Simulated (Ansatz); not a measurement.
We consider B2O3 (Cmc2₁, No. 36, 10 atoms in the cell; start mp-717; high-pressure phase), described by LDA (Ansatz, a quantum-chemistry and plane-wave program, PAW).

Settings: plane-wave cutoff 520 eV, 8×8×8 k mesh, Fermi–Dirac smearing 0.01 eV, scalar-relativistic PAW data made under PBE.

Cell (relaxed at this level):

```
CELL_PARAMETERS angstrom
      3.88421    -2.28881     0.00000
      3.88421     2.28881     0.00000
      0.00000     0.00000     4.09797
ATOMIC_POSITIONS crystal
  B  0.00568 0.32469 0.56765
  B  0.99432 0.67531 0.06765
  B  0.67531 0.99432 0.56765
  B  0.32469 0.00568 0.06765
  O  0.75380 0.24620 0.49923
  O  0.24620 0.75380 0.99923
  O  0.92155 0.66064 0.41903
  O  0.07845 0.33936 0.91903
  O  0.33936 0.07845 0.41903
  O  0.66064 0.92155 0.91903
```

Task: What does this level give for the band gap and smallest direct gap on the k points sampled?

Result: 
- band gap: 8.57 eV (indirect)
- smallest direct gap on the k points sampled: 8.87 eV

Computing time: very roughly 60 core-seconds.

A start named mp-… is a Materials Project structure, which need not be a measured phase.
